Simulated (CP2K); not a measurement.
**Input and output of a self-consistent single point for CaS (Fm-3m, 2 atoms in the cell) (CP2K)**

Method: PBE, GPW, DZVP-MOLOPT-SR-GTH basis, GTH-PBE potentials (GTH_POTENTIALS) (CP2K).

This input was run:

```
&GLOBAL
  PROJECT cas
  RUN_TYPE ENERGY_FORCE
  PRINT_LEVEL LOW
&END GLOBAL
&FORCE_EVAL
  METHOD Quickstep
  STRESS_TENSOR ANALYTICAL
  &DFT
    BASIS_SET_FILE_NAME BASIS_MOLOPT
    POTENTIAL_FILE_NAME GTH_POTENTIALS
    &QS
      METHOD GPW
      EPS_DEFAULT 1E-10
    &END QS
    &MGRID
      CUTOFF 500
      REL_CUTOFF 50
      NGRIDS 5
    &END MGRID
    &SCF
      SCF_GUESS ATOMIC
      EPS_SCF 1E-6
      MAX_SCF 100
      ADDED_MOS 4
      &DIAGONALIZATION
        ALGORITHM STANDARD
      &END DIAGONALIZATION
      &MIXING
        METHOD BROYDEN_MIXING
        ALPHA 0.2
        NBUFFER 10
        BETA 1
      &END MIXING
      &SMEAR ON
        METHOD FERMI_DIRAC
        ELECTRONIC_TEMPERATURE [K] 232.09
      &END SMEAR
    &END SCF
    &KPOINTS
      SCHEME MACDONALD 10 10 10 0.05 0.05 0.05
    &END KPOINTS
    &XC
      &XC_FUNCTIONAL PBE
      &END XC_FUNCTIONAL
    &END XC
    &PRINT
      &MO
        EIGENVALUES T
        OCCUPATION_NUMBERS T
        NDIGITS 8
        FILENAME mo
        &EACH
          QS_SCF 0
        &END EACH
        ADD_LAST NUMERIC
      &END MO
      &MULLIKEN OFF
      &END MULLIKEN
    &END PRINT
  &END DFT
  &SUBSYS
    &CELL
      A 4.02343800 0.00000000 0.00000000
      B 2.01171900 3.48439900 0.00000000
      C 2.01171900 1.16146600 3.28512300
      PERIODIC XYZ
    &END CELL
    &COORD
      SCALED
      Ca       0.00000000     0.00000000     0.00000000
      S        0.50000000     0.50000000     0.50000000
    &END COORD
    &KIND Ca
      BASIS_SET DZVP-MOLOPT-SR-GTH-q10
      POTENTIAL GTH-PBE-q10
    &END KIND
    &KIND S
      BASIS_SET DZVP-MOLOPT-SR-GTH-q6
      POTENTIAL GTH-PBE-q6
    &END KIND
  &END SUBSYS
  &PRINT
    &FORCES ON
    &END FORCES
    &STRESS_TENSOR ON
    &END STRESS_TENSOR
  &END PRINT
&END FORCE_EVAL
```

Log, with long lists cut:

```
 GLOBAL| Method name                                                        CP2K
 GLOBAL| Project name                                                        cas
 GLOBAL| Run type                                                   ENERGY_FORCE

 TOTAL NUMBERS AND MAXIMUM NUMBERS

  Total number of            - Atomic kinds:                                   2
                             - Atoms:                                          2
                             - Shell sets:                                     2
                             - Shells:                                        11
                             - Primitive Cartesian functions:                 10
                             - Cartesian basis functions:                     29
                             - Spherical basis functions:                     27

  Maximum angular momentum of- Orbital basis functions:                        2
                             - Local part of the GTH pseudopotential:          2
                             - Non-local part of the GTH pseudopotential:      3

 SCF PARAMETERS         Density guess:                                    ATOMIC
                        max_scf:                                             100
                        max_diis:                                              4
                        eps_scf:                                        1.00E-06
                        eps_diis:                                       1.00E-01
                        eps_eigval:                                     1.00E-05
                        level_shift [a.u.]:                             0.000000
                        added MOs                                         4    0
                        Mixing method:                            BROYDEN_MIXING
                                                charge density mixing in g-space
                        Smear method:                                FERMI_DIRAC
                        Electronic temperature [K]:                        232.1
                        Electronic temperature [a.u.]:                  7.35E-04
                        Accuracy threshold:                             1.00E-10
                        No outer SCF

 Extrapolation method: initial_guess

 Number of electrons:                                                         16
 Number of occupied orbitals:                                                  8
 Number of molecular orbitals:                                                12

 Number of orbital functions:                                                 27
 Number of independent orbital functions:                                     27

 SCF WAVEFUNCTION OPTIMIZATION

  Step     Update method      Time    Convergence         Total energy    Change
     1 NoMix/Diag. 0.20E+00      -     1.92208311       -47.2330555144 -4.72E+01
     2 Broy./Diag. 0.20E+00      -     0.02375894       -46.6292147143  6.04E-01
     3 Broy./Diag. 0.20E+00      -     0.07925043       -46.8803070296 -2.51E-01
     4 Broy./Diag. 0.20E+00      -     0.00622651       -47.0697831220 -1.89E-01
     5 Broy./Diag. 0.20E+00      -     0.00318933       -47.0955934188 -2.58E-02
     6 Broy./Diag. 0.20E+00      -     0.00088105       -47.0981896087 -2.60E-03
     7 Broy./Diag. 0.20E+00      -     0.00048639       -47.0908320280  7.36E-03
     8 Broy./Diag. 0.20E+00      -     0.00012131       -47.0893367412  1.50E-03
     9 Broy./Diag. 0.20E+00      -     0.00008742       -47.0902321267 -8.95E-04
    10 Broy./Diag. 0.20E+00      -     0.00000555       -47.0905594685 -3.27E-04
    11 Broy./Diag. 0.20E+00      -     0.00000403       -47.0905973306 -3.79E-05
    12 Broy./Diag. 0.20E+00      -     0.00000032       -47.0906057671 -8.44E-06

  *** SCF run converged in    12 steps ***

  Electronic density on regular grids:        -15.9999999997        0.0000000003
  Core density on regular grids:               15.9999999989       -0.0000000011
  Total charge density on r-space grids:       -0.0000000008
  Total charge density g-space grids:          -0.0000000008

  Overlap energy of the core charge distribution:               0.00000000000000
  Self energy of the core charge distribution:                -96.51155147135613
  Core Hamiltonian energy:                                     22.47454809050224
  Hartree energy:                                              34.42766092796784
  Exchange-correlation energy:                                 -7.48126331418060
  Electronic entropic energy:                                  -0.00000000000000
  Fermi energy:                                                 0.24541461452111

  Total energy:                                               -47.09060576706665
  Total energy (extrapolated to T->0):                        -47.09060576706665

 ENERGY| Total FORCE_EVAL ( QS ) energy [hartree]            -47.090607658647770

 FORCES| Atomic forces [hartree/bohr]
 FORCES|   Atom     x               y               z               |f|
 FORCES|      1  5.51306696E-15  2.07650640E-15  2.72073246E-15   6.48908092E-15
 FORCES|      2  5.33297466E-15  3.50357974E-15 -2.73899529E-15   6.94390272E-15
 FORCES| Sum     1.08460416E-14  5.58008614E-15 -1.82628368E-17
 FORCES| Total atomic force                                       1.21973076E-14

 STRESS| Analytical stress tensor [bar]
 STRESS|                        x                   y                   z
 STRESS|      x        1.43419713262E+04   7.85465221927E-02   5.55407904636E-02
 STRESS|      y        7.85465221927E-02   1.43420256063E+04   9.62137028492E-02
 STRESS|      z        5.55407904636E-02   9.62137028492E-02   1.43419574556E+04
 STRESS| 1/3 Trace                                             1.43419847960E+04
```

The run converged in 12 iterations.

The starting cell has typed, rounded lattice constants, without a prior relaxation at this level. Values carry the incompleteness of an atom-centred basis.

Cost on one core of a shared machine: roughly 40 s.
